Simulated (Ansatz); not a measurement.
The parent structure is BaTiO₃ (space group P4mm, No. 99; a = 3.972 Å, c = 4.113 Å).

Structures relaxed with r2SCAN (Ansatz, a program for electronic structure), no SOC.

Base:

Simulated powder pattern, Co Kα, λ = 1.79026 Å (kinematic, ideal powder, no thermal factors, no anomalous dispersion; the 8 strongest lines at most, above 2 %, up to 2θ = 90°):

```tsv
2θ (°)	I/Imax (%)	hkl
26.05	18	(100)
36.51	100	(101)
37.17	47	(110)
45.40	37	(111)
53.58	32	(200)
65.30	19	(112)
66.58	36	(211)
77.60	20	(202)
```

Modification: cell and atoms relaxed at a pressure of 30 GPa.

After the change:

Simulated powder pattern, Co Kα, λ = 1.79026 Å (kinematic, ideal powder, no thermal factors, no anomalous dispersion; the 8 strongest lines at most, above 2 %, up to 2θ = 90°):

```csv
2θ (°),I/Imax (%),hkl
27.03,20,(100)
38.60,100,(110)
47.75,24,(111)
55.73,33,(200)
63.01,9.6,(210)
69.84,36,(211)
82.75,20,(220)
89.03,5.8,(300)
```

The indices refer to the base's conventional cell; one index is shown for lines that coincide. The space group is now Pm-3m (No. 221).

Load acts through the strain it causes; cell and atoms are relaxed under it. Stability against distortions was not tested. No other phases were tried under pressure. All final runs are without spin polarisation. Along this pressure series the structure jumps between pressure 7 GPa and pressure 15 GPa; cells beyond that are another form of it.
